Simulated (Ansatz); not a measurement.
Base system: ZnAu in the CsCl type structure (space group Pm-3m, No. 221; a = 3.129 Å; relaxed with 0.1 eV smearing).

Computed with PBEsol (Ansatz, a quantum-chemistry and plane-wave program, PAW, without spin-orbit coupling).

Strains are applied to the cell and any free atomic positions relax.

One change was made to it. Results:

The energy increases by 15 meV/atom; the pressure goes from zero to 7.3 GPa.

Which change produced these results?
A. isotropic strain −1.00 %
B. isotropic strain +2.00 %
C. isotropic strain −1.50 %
D. isotropic strain +2.50 %

C, isotropic strain −1.50 %. For comparison, the energy relative to the base in the other runs: isotropic strain −1.00 % gives +6.4 meV/atom; isotropic strain +2.50 % gives +34 meV/atom; isotropic strain +2.00 % gives +22 meV/atom.

Whether these cells are dynamically stable was not tested.
